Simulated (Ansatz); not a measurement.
Given:

```
VBiO4
1.0
   -2.55947     2.55947     5.79995
    2.55947    -2.55947     5.79995
    2.55947     2.55947    -5.79995
Bi V O
2 2 8
Cartesian
  0.00000   2.55947   2.89997
  0.00000   0.00000   0.00000
  2.55947   0.00000   2.89997
  0.00000   0.00000   5.79995
  3.27728  -1.27649   3.82022
  1.84167   1.27649   3.82022
  1.27649   0.71780   6.72019
  1.28298   1.84167   0.92024
 -0.71780   1.27649   4.87971
  3.27728   1.28298  -0.92024
  1.28298  -0.71780   1.97973
  3.83596   0.71780   1.97973
```

No spin polarisation.

All numbers come from PBE (Ansatz, a program for electronic structure), no spin-orbit coupling. Γ-centred 7×7×7 mesh, Fermi–Dirac width 0.05 eV.

Problem. Predict the gap character, smallest direct gap, width of the top valence band and band gap.

Solution. 
* **Gap character**: indirect, Γ–X (71 % along) → N
* **Smallest direct gap**: 2.21 eV
* **Width of the top valence band**: 0.78 eV
* **Band gap**: 2.14 eV

Spin-orbit coupling, missing from the scalar runs, can matter with Bi. Load acts through the strain it causes; cell and atoms are relaxed under it. Stability against distortions was not tested. All final runs are without spin polarisation. The cell was made from VBiO$_{4}$ (space group I4_1/a, No. 88) by this change: pressure 4.5 GPa.
